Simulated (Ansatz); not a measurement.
Bond-angle distributions (per cent of the angles at each element, bins of 10°) of a relaxed model of amorphous Ti20O43Al2 at 3.56 g/cm³. These are PBE, scalar-relativistic without spin-orbit coupling (plane waves to 420 eV, PAW; Ansatz, a first-principles code) values and carry that method's errors.

A CHGNet melt-quench gave the starting glass, which DFT then relaxed. O atoms were pushed apart under 1.9 Å during the dynamics, to hinder bonds among them. The hot cell started wider than the set density and was brought back towards it in steps. It is the lowest in DFT energy of 2 quenches. It is a model cell: composition and starting density were chosen by hand, and all elements were melted together. No dispersion term was used. Its density started from a set value of 3.56 and ended at 3.56 g/cm³. Cooling (nominally 300 K/ps over its main leg) ran many orders faster than in experiment, which tends to leave more defects and strain. One small periodic cell is one sample of the glass; other quenches scatter about these values. The volume was held where the preparation left it and the shape relaxed, at a PBE pressure of 3.1 GPa. Stress components on the final sampling reach 3.1 GPa. On a 2×2×2 Γ-centred mesh force components of up to 0.15 eV/Å stay, since the relaxation ran on the zone centre alone.

Cut-offs for bonds: Ti-Ti 3.12 Å, Ti-O 2.64 Å, Ti-Al 2.89 Å, O-O 1.58 Å, O-Al 2.24 Å, Al-Al 2.66 Å. Two cations that share two anions don't count as bonded, nor two that share one unless they lie closer than Ti-Ti 3.04 Å, Ti-Al 2.81 Å, Al-Al 2.59 Å.

```json
[
 {"angle (°)": "50-60", "at Ti": "0", "at O": "0"},
 {"angle (°)": "60-70", "at Ti": "2", "at O": "0"},
 {"angle (°)": "70-80", "at Ti": "18", "at O": "1"},
 {"angle (°)": "80-90", "at Ti": "19", "at O": "5"},
 {"angle (°)": "90-100", "at Ti": "18", "at O": "22"},
 {"angle (°)": "100-110", "at Ti": "14", "at O": "18"},
 {"angle (°)": "110-120", "at Ti": "6", "at O": "8"},
 {"angle (°)": "120-130", "at Ti": "3", "at O": "17"},
 {"angle (°)": "130-140", "at Ti": "3", "at O": "14"},
 {"angle (°)": "140-150", "at Ti": "4", "at O": "12"},
 {"angle (°)": "150-160", "at Ti": "6", "at O": "1"},
 {"angle (°)": "160-170", "at Ti": "4", "at O": "3"},
 {"angle (°)": "170-180", "at Ti": "2", "at O": "0"}
]
```

They go with these counts of neighbours within the cut-offs, cation contacts included: Ti mean 5.7, most often 6; O mean 2.8, most often 3.
